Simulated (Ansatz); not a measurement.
System: L1₂ (Cu3Au-type) Pt3Ti. Method: RPBE (PAW; Ansatz, a first-principles code).

Output (set-up and result lines):

```
Crystal: 4 atoms, lattice volume = 61.380 Å³
Basis set: ecut = 520 eV, 1647 PW (Γ), exchange–correlation on 60×60×60 points (8 copies of the dense FFT grid, shifted against one another)
Bands: 40, of which v1, the nominal top of the filled ones, is band 33 counted from 1 (32 counted from 0)
Symmetry: 48 space group operations
Space group: Pm-3m (ITA 221), of the structure as read, at distance tolerance 3.9e-5 Å
k-points: 120 of 2744
Functional: x = rpbe, c = pbe(β = 0.06672455060314922)
SCF iter   1: F=—  HF=-40117.800170 eV  |F-HF|=—  |Δ(HF+E_count)|=         —  Δρ=1.78e-2  dr2=3.17e-1
SCF iter   2: F=—  HF=-40117.781265 eV  |F-HF|=—  |Δ(HF+E_count)|=   1.89e-2  Δρ=9.21e-3  dr2=9.22e-2
  ...
SCF iter   8: F=—  HF=-40117.773697 eV  |F-HF|=—  |Δ(HF+E_count)|=  8.51e-10  Δρ=8.30e-7  dr2=6.15e-10
SCF iter   9: F=-40117.773697 eV  HF=-40117.773697 eV  |F-HF|=1.46e-11  |Δ(HF+E_count)|=  3.64e-11  Δρ=2.13e-7  dr2=3.74e-11
SCF 1 converged in 9 iterations: F = -40117.773697 eV  dr2 = 3.74e-11
SCF converged after 9 iterations
Free energy (F): -40117.773697 eV
Internal energy: -40117.763157 eV  (E = F + TS)
E sigma→0 (E₀):  -40117.768427 eV
Fermi energy:    21.670026 eV
--- Forces (eV/Å), atoms counted from 1 ---
  atom   1  Ti    -0.00000000    -0.00000000     0.00000000
  atom   2  Pt     0.00000000    -0.00000000     0.00000000
  atom   3  Pt     0.00000000    -0.00000000    -0.00000000
  atom   4  Pt     0.00000000    -0.00000000     0.00000000
--- Stress (GPa, compression-positive) ---
        4.675846      -0.000000       0.000000
       -0.000000       4.675846       0.000000
        0.000000       0.000000       4.675846
  P = ⅓ Tr σ = 4.6758 GPa (46.758 kbar)
```

Problem. Write an input file that could have produced this run (the log leaves some choices open).

Solution. Several could match; the one computed here: 
Ansatz 0.2 input:
```yaml
crystal:
  lattice:
    - [3.9446515905, 0.0, 0.0]
    - [0.0, 3.9446515905, 0.0]
    - [0.0, 0.0, 3.9446515905]
  atoms:
    - { symbol: Ti, position: [0.0, 0.0, 0.0] }
    - { symbol: Pt, position: [0.0, 0.5, 0.5] }
    - { symbol: Pt, position: [0.5, 0.0, 0.5] }
    - { symbol: Pt, position: [0.5, 0.5, 0.0] }
basis:
  ecutwfc: 520
  ecutrho_ratio: 4
  xc_grid: 2
kpoints:
  mp_grid: { grid: [14, 14, 14] }
hamiltonian:
  xc: rpbe
  dispersion: none
  pseudopotentials: { kind: paw }
scf:
  occupations: { method: fermi_dirac, width: 0.05 }
  convergence: { dr2_threshold: 0.0000000004 }
output:
  forces: true
  stress: true
  eigenvalues: true
```

The cell is one volume of an energy–volume scan, off the minimum.

The PAW data were made under PBE.
